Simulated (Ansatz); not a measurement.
A self-consistent single point of the (110) slab of Mo (cut from a parent of space group no. 229; 5 atoms in the cell) with Ansatz (an electronic-structure program).

Level of theory: LDA (PW92), PAW files made with PBE (plane waves; Ansatz).

```yaml
crystal:
  lattice:
    - [2.71434, 0.00000, 0.00000]
    - [-3.61912, 2.55910, 0.00000]
    - [0.00000, 0.00000, 22.86500]
  atoms:
    - { symbol: Mo, position: [0.00000, 0.00000, 0.30615] }
    - { symbol: Mo, position: [0.00000, 0.50000, 0.40307] }
    - { symbol: Mo, position: [0.00000, 0.00000, 0.50000] }
    - { symbol: Mo, position: [0.00000, 0.50000, 0.59693] }
    - { symbol: Mo, position: [0.00000, 0.00000, 0.69385] }
```

Reference input (self-consistent single point, DFT, LDA (PW92), plane waves, PAW files made with PBE): basis.ecutwfc = 420 eV; kpoints.mp_grid.grid = 10 10 1; hamiltonian.xc = lda; hamiltonian.pseudopotentials = {kind: paw} (the program's default PAW files); scf.occupations.method = fermi_dirac; scf.occupations.width = 0.1 eV. This run's input differs from it in these lines:

Ansatz 0.2 input:
```diff
@@ -15,3 +15,3 @@
 kpoints:
-  mp_grid: { grid: [10, 10, 1] }
+  mp_grid: { grid: [24, 24, 1] }
 hamiltonian:
```

Output (repeated stretches shortened):

```
SCF iter   1: F=—  HF=-24215.871908 eV  |F-HF|=—  |Δ(HF+E_count)|=         —  Δρ=7.63e-2  dr2=2.76e1  ethr=3.10e-3  ⟨swp⟩=9.1  Hψ=69623  notcnv=0  defer=38
all-band conjugate gradients solve this SCF's bands
automatic band count: the SCF goes on with 49 bands, as 42 were too few: the levels above may hold too much charge
preconditioner: auto → LDOS
SCF iter   2: F=—  HF=-24213.282538 eV  |F-HF|=—  |Δ(HF+E_count)|=    2.59e0  Δρ=5.02e-2  dr2=9.36e0  ethr=3.10e-3  ⟨swp⟩=3.9  Hψ=21509  notcnv=0  defer=126
   [... lines left out ...]
SCF iter   7: F=—  HF=-24211.547609 eV  |F-HF|=—  |Δ(HF+E_count)|=   1.21e-5  Δρ=8.10e-5  dr2=4.03e-5  ethr=3.87e-7  ⟨swp⟩=2.1  Hψ=9342  notcnv=0  defer=117
SCF iter   8: F=—  HF=-24211.547696 eV  |F-HF|=—  |Δ(HF+E_count)|=   8.70e-5  Δρ=2.49e-5  dr2=2.19e-6  ethr=5.76e-8  ⟨swp⟩=2.1  Hψ=10037  notcnv=0  defer=117
SCF iter   9: F=—  HF=-24211.547696 eV  |F-HF|=—  |Δ(HF+E_count)|=   2.96e-7  Δρ=7.18e-6  dr2=1.79e-7  ethr=3.13e-9  ⟨swp⟩=2.8  Hψ=13107  notcnv=0  defer=117
SCF iter  10: F=-24211.547696 eV  HF=-24211.547696 eV  |F-HF|=5.48e-9  |Δ(HF+E_count)|=   3.82e-8  Δρ=2.38e-6  dr2=1.22e-8  ethr=1.43e-10  ⟨swp⟩=11.0  Hψ=34267  notcnv=0
SCF 1 converged in 10 iterations: F = -24211.547696 eV  dr2 = 1.22e-8
Free energy (F): -24211.547696 eV
Internal energy: -24211.396302 eV  (E = F + TS)
E sigma→0 (E₀):  -24211.471999 eV
Entropy (-TS):   -0.151393 eV (-30.279 meV/atom)
Fermi energy:    7.805847 eV
--- Forces (eV/Å), atoms counted from 1 ---
  atom   1  Mo    -0.00000000     0.00000000     0.91045039
  atom   2  Mo     0.00000000     0.00000000    -0.63924164
  atom   3  Mo     0.00000000     0.00000000     0.00000000
  atom   4  Mo    -0.00000000     0.00000000     0.63924164
  atom   5  Mo     0.00000000    -0.00000000    -0.91045039
--- Stress (GPa, compression-positive) ---
       -7.699422       0.337612      -0.000000
        0.337612      -7.460694      -0.000000
       -0.000000      -0.000000      -5.284077
  P = ⅓ Tr σ = -6.8147 GPa (-68.147 kbar)
  The stress holds the Pulay correction. Without it, at fixed plane waves, as pw.x and ABINIT print it: P = -6.8165 GPa
```

The run converged in 10 iterations. Against the reference run the free energy drops by 1.1 meV/atom and the largest force goes from 0.878 to 0.910 eV/Å.

The starting cell has typed, rounded lattice constants, without a prior relaxation at this level. The slab is cut from that crystal, and its faces are unrelaxed. Its lattice was rescaled by up to half a per cent. Spin polarisation is off.

Cost on one core of a shared machine: roughly 40 s.
